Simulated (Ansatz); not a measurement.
Start from SiS2 (space group Ibam, No. 72; a = 6.019 Å, b = 9.396 Å, c = 5.545 Å; made of chains).

All numbers come from PBEsol (Ansatz, an electronic-structure program; PAW; 420 eV plane waves; spin-orbit coupling left out).

One change was made to it. Results:

```tsv
quantity	base	after
band gap	2.80 eV	2.20 eV
width of the top valence band	0.82 eV	0.91 eV
electron mass	–	0.55 mₑ along a, 0.45 mₑ along b, 0.86 mₑ along c (at X)
volume per atom	26.13 Å³	19.92 Å³
gap character	indirect, Σ₀–Γ (11 % along) → G₀–X (50 % along)	indirect, Σ₀–Γ (20 % along) → X
```

### Question
Which change produced these results?
(A) pressure 4.5 GPa
(B) pressure 9 GPa
(C) pressure 2.1 GPa

### Answer
A, pressure 4.5 GPa. For comparison, the band gap in the other runs: pressure 9 GPa gives 2.04 eV; pressure 2.1 GPa gives 2.37 eV.

Load acts through the strain it causes; cell and atoms are relaxed under it. Effective masses come from finite differences of ±0.01 Å⁻¹. Whether these cells are dynamically stable was not tested. No other phases were tried under pressure. No dispersion term is included in the PBEsol runs.
